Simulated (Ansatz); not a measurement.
Base system: Mg3Sb2 (space group P-3m1, No. 164; a = 4.569 Å, c = 7.250 Å). Axes: x lies along a and z along c of the hexagonal cell.

Computed with r2SCAN in Ansatz (plane waves to 500 eV, PAW, no spin-orbit coupling), earlier PAW set.

Strains are applied to the cell and any free atomic positions relax; under biaxial strain the out-of-plane vector relaxes too.

One change was made to it. Results:

The shortest interatomic distance grows by 0.043 Å, from 2.820 Å to 2.863 Å; the gap character goes from indirect, Γ → K to indirect, Γ → k = (0, 0.417, -0.286) in the run's primitive reciprocal basis; the band gap falls by 0.20 eV, from 0.61 eV to 0.41 eV.

Q: Name the change that was made.
(A) biaxial strain +2.38 %, plane normal [001], relaxed out of plane
(B) isotropic strain +5.68 %
(C) biaxial strain +1.88 %, plane normal [001], relaxed out of plane

A: A, biaxial strain +2.38 %, plane normal [001], relaxed out of plane. For comparison, the band gap in the other runs: isotropic strain +5.68 % gives 0.46 eV; biaxial strain +1.88 %, plane normal [001], relaxed out of plane gives 0.45 eV.

Spin-orbit coupling, missing from the scalar runs, can matter with Sb. No phonon test of stability was made.

Ansatz is a program for electronic structure.
